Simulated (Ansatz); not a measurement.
Functionals compared on a constructed model of the (111) surface of fcc Al, a pseudomorphic layer of Si in the host's stacking (bottom of the slab: a bare face, its two planes held), in Ansatz (plane waves, PAW). The structure was relaxed with PBE; the other rows are single points on it. Cutoff 420 eV (500 eV for r2SCAN).

Set-up: 7 atoms, 13.5 Å thick at the start with caps and adatoms (thin: gaps and levels are the slab's own); mesh 15x15x1; 0.1 eV smearing; dipole correction on; 2 atoms held, the rest relaxed; held to the start's symmetry, so lower structures may exist; no spin, no spin-orbit, no U. In PBE it is, or lies within 0.01 eV a 1x1 cell of, the lowest of the 2 structures of its composition computed so far; subsurface sites and larger cells were not tried. These notes are the PBE run's.

```
functional  work function of the top face (eV)          rough cost of the single point
----------  ----------------------------------  --------------------------------------
PBE                                       4.57                                       –
RPBE                                      4.50                  roughly 5 core-seconds
r2SCAN                                    4.65  about 11 core-seconds (a rough figure)
```

Ansatz is an electronic-structure program.
